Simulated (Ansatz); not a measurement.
Start from Cs2AgBiBr6 (space group Fm-3m, No. 225; a = 10.996 Å).

Calculations: LDA (Ansatz, a quantum-chemistry and plane-wave program, PAW, no spin-orbit coupling).

Base values:

- Shortest interatomic distance = 2.689 Å
- Band gap = 0.94 eV

It is then changed as follows: cell and atoms relaxed at a pressure of 5 GPa.

Estimate the effect on the shortest interatomic distance.

The shortest interatomic distance shrinks by 0.115 Å (2.689 Å → 2.574 Å).

Predict the new band gap.

The band gap shrinks by 0.20 eV (0.94 eV → 0.74 eV).

Spin-orbit coupling, missing from the scalar runs, can matter with Bi. Load acts through the strain it causes; cell and atoms are relaxed under it. No phonon test of stability was made. Competing high-pressure phases were not computed.
